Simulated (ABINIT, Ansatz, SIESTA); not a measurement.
# Ca3GeN (Pm-3m, 5 atoms in the cell) computed with different codes at matched settings

Self-consistent single point.

```xyz
5
Lattice="4.8042 0.0000 0.0000 0.0000 4.8042 0.0000 0.0000 0.0000 4.8042" Properties=species:S:1:pos:R:3 pbc="T T T"
Ca     2.4021     0.0000     2.4021
Ca     0.0000     2.4021     2.4021
Ca     2.4021     2.4021     0.0000
Ge     0.0000     0.0000     0.0000
N      2.4021     2.4021     2.4021
```

Shared settings, as Ansatz (a first-principles code) writes them: kpoints.mp_grid.grid = 6 6 6; scf.occupations.method = fermi_dirac; scf.occupations.width = 0.1 eV. Potentials and cutoffs stand in the table.

| code | model | pressure (GPa) | cutoff |
|---|---|---|---|
| SIESTA | LDA PW92, numerical atomic orbitals DZP, PseudoDojo LDA standard norm-conserving potentials (rewritten from UPF to PSML) | 3.64 | grid 350 Ry |
| ABINIT | LDA (PW92), norm-conserving pseudopotentials (PseudoDojo nc-sr-04 LDA standard) | -3.99 | 42 Ha |
| Ansatz | LDA (PW92), PAW files made with PBE | -4.01 | default |

The spread over the programs that give each value: pressure within 7.65 GPa.

SIESTA uses small atom-centred bases, whose incompleteness enters pressures, forces and empty levels differently from a plane-wave cutoff. Ansatz's pressure is given at a fixed set of plane waves, as the other plane-wave codes print theirs; with its correction for the finite basis it is -3.94 GPa. In the pressure, SIESTA (by 7.64) lies more than 1 GPa from the median of the plane-wave programs.

On the base mesh (7 7 7) the same programs gave: Ansatz pressure -4.03 GPa; ABINIT pressure -4.01 GPa; SIESTA pressure 3.65 GPa.

The starting cell comes from a database of computed structures (which also holds hypothetical and non-ambient phases and stackings), without a prior relaxation at this level.

Left out of this page: GPAW and FLEUR (not drawn, or without a comparable value); CP2K (on another mesh).

Keys are those of Ansatz 0.2.
